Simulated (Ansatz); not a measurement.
Sn, response to strain

Take Sn in the diamond structure (space group Fd-3m, No. 227; a = 6.540 Å; relaxed with 0.1 eV smearing) as the base. Axes: x, y, z lie along the cube axes.

Strains are applied to the cell and any free atomic positions relax; under biaxial strain the out-of-plane vector relaxes too.

The values are results of Kohn–Sham DFT with the PBEsol functional, run in Ansatz (a program for electronic structure) with PAW and 420 eV plane waves, no spin-orbit coupling, not measurements.

```tsv
biaxial strain, plane normal [111], relaxed out of plane (%)	out-of-plane strain (%)
-2.5	1.56
-2.08	1.30
-1.67	1.04
-1.25	0.78
-0.83	?
-0.42	0.26
0	0.00
```

Fit ε⊥ = −νε + γε² (strains in %) to the rows shown and predict the withheld row.

Least squares on the printed values gives ν = 0.62 (the biaxial Poisson response) and γ = 0.001 (largest residual 0.00 %); this predicts 0.52 %, and the run gives 0.51 %, in agreement.

Stability against distortions was not tested.
